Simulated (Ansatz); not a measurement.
Ansatz (a program for electronic structure) run on VBiO₄ (I4_1/a, 12 atoms in the cell): self-consistent single point.

Method: revPBE, PAW files made with PBE (plane waves; Ansatz).

The change in words: lattice scaled by 1.03; basis.ecutwfc: 420 eV → 250 eV. Reference geometry:
```
VBiO4
1.0
   -2.54518     2.54518     5.76013
    2.54518    -2.54518     5.76013
    2.54518     2.54518    -5.76013
V Bi O
2 2 8
Direct
  0.50000   0.50000   0.00000
  0.25000   0.75000   0.50000
  0.00000   0.00000   0.00000
  0.75000   0.25000   0.50000
  0.17085   0.56190   0.89101
  0.31190   0.92089   0.89105
  0.67089   0.27984   0.10899
  0.02984   0.42085   0.10895
  0.57915   0.68810   0.60899
  0.43810   0.32911   0.60895
  0.07911   0.97016   0.39101
  0.72016   0.82915   0.39105
```

Reference input (self-consistent single point, DFT, revPBE, plane waves, PAW files made with PBE): basis.ecutwfc = 420 eV; kpoints.mp_grid.grid = 5 5 5; hamiltonian.xc = revpbe; hamiltonian.pseudopotentials = {kind: paw} (the program's default PAW files); scf.occupations.method = fermi_dirac; scf.occupations.width = 0.02 eV. This run's input differs from it in these lines:

Ansatz 0.2 input:
```diff
@@ -3,5 +3,5 @@
   lattice:
-    - [-2.545176, 2.545176, 5.760129]
-    - [2.545176, -2.545176, 5.760129]
-    - [2.545176, 2.545176, -5.760129]
+    - [-2.621531, 2.621531, 5.932933]
+    - [2.621531, -2.621531, 5.932933]
+    - [2.621531, 2.621531, -5.932933]
   atoms:
@@ -20,3 +20,3 @@
 basis:
-  ecutwfc: 420.0 eV
+  ecutwfc: 250.0 eV
 kpoints:
```

Output (repeated stretches shortened):

```
SCF iter   1: F=—  HF=-35194.498964 eV  |F-HF|=—  |Δ(HF+E_count)|=         —  Δρ=9.14e-2  dr2=1.88e1  ethr=3.10e-3  ⟨swp⟩=5.2  Hψ=4152  notcnv=0  defer=1
all-band conjugate gradients solve this SCF's bands
preconditioner: auto → Resta (q_TF=auto, 2.531 Å⁻¹)
SCF iter   2: F=—  HF=-35192.651386 eV  |F-HF|=—  |Δ(HF+E_count)|=    1.85e0  Δρ=4.93e-2  dr2=5.43e0  ethr=3.10e-3  ⟨swp⟩=2.0  Hψ=1651  notcnv=0  defer=155
   [... lines left out ...]
SCF iter   6: F=—  HF=-35191.997739 eV  |F-HF|=—  |Δ(HF+E_count)|=   7.94e-4  Δρ=1.23e-4  dr2=3.19e-5  ethr=3.12e-7  ⟨swp⟩=2.0  Hψ=1908  notcnv=0  defer=150
SCF iter   7: F=—  HF=-35191.997837 eV  |F-HF|=—  |Δ(HF+E_count)|=   9.78e-5  Δρ=5.15e-5  dr2=4.23e-6  ethr=3.06e-8  ⟨swp⟩=2.0  Hψ=1951  notcnv=0  defer=150
SCF iter   8: F=—  HF=-35191.997839 eV  |F-HF|=—  |Δ(HF+E_count)|=   2.44e-6  Δρ=8.92e-6  dr2=1.34e-7  ethr=4.07e-9  ⟨swp⟩=2.0  Hψ=1908  notcnv=0  defer=150
SCF iter   9: F=-35191.997840 eV  HF=-35191.997840 eV  |F-HF|=1.22e-8  |Δ(HF+E_count)|=   2.06e-7  Δρ=2.11e-6  dr2=7.20e-9  ethr=9.62e-11  ⟨swp⟩=9.5  Hψ=5346  notcnv=0
SCF 1 converged in 9 iterations: F = -35191.997840 eV  dr2 = 7.20e-9
Free energy (F): -35191.997840 eV
Internal energy: -35191.997840 eV  (E = F + TS)
E sigma→0 (E₀):  -35191.997840 eV
Fermi energy:    8.986782 eV
--- Forces (eV/Å), atoms counted from 1 ---
  atom   1  V      0.00000000     0.00000000     0.00000000
  atom   2  V     -0.00000000     0.00000000    -0.00000000
  atom   3  Bi     0.00000000     0.00000000     0.00000000
  atom   4  Bi    -0.00000000     0.00000000    -0.00000000
  atom   5  O     -0.21192240     0.44132908     0.34178261
  atom   6  O     -0.44132908    -0.21192240     0.34178261
  atom   7  O      0.21192240    -0.44132908     0.34178261
  atom   8  O      0.44132908     0.21192240     0.34178261
  atom   9  O      0.21192240    -0.44132908    -0.34178261
   [... lines left out ...]
  atom  12  O     -0.44132908    -0.21192240    -0.34178261
--- Stress (GPa, compression-positive) ---
       -2.796715       0.000000       0.000000
       -0.000000      -2.796715      -0.000000
        0.000000      -0.000000      -1.353894
  P = ⅓ Tr σ = -2.3158 GPa (-23.158 kbar)
  The stress holds the Pulay correction. Without it, at fixed plane waves, as pw.x and ABINIT print it: P = -69.6000 GPa
```

The run converged in 9 iterations. Against the reference run the free energy rises by 1.09 eV/atom, the pressure goes from 10.80 to -2.32 GPa, the largest force goes from 0.217 to 0.597 eV/Å and the gap on the mesh goes from 2.249 to 2.300 eV.

The starting cell comes from a database of computed structures (which also holds hypothetical and non-ambient phases and stackings), without a prior relaxation at this level. Its lattice was rescaled by a random factor within 2.5 % of one. For this run, on top of that: lattice scaled by 1.03. Spin-orbit coupling is off. Ansatz's pressure includes its estimate of the finite-basis (Pulay) stress. Without the estimate this run gives -69.60 GPa. The cutoff lies below the one recommended for these files.
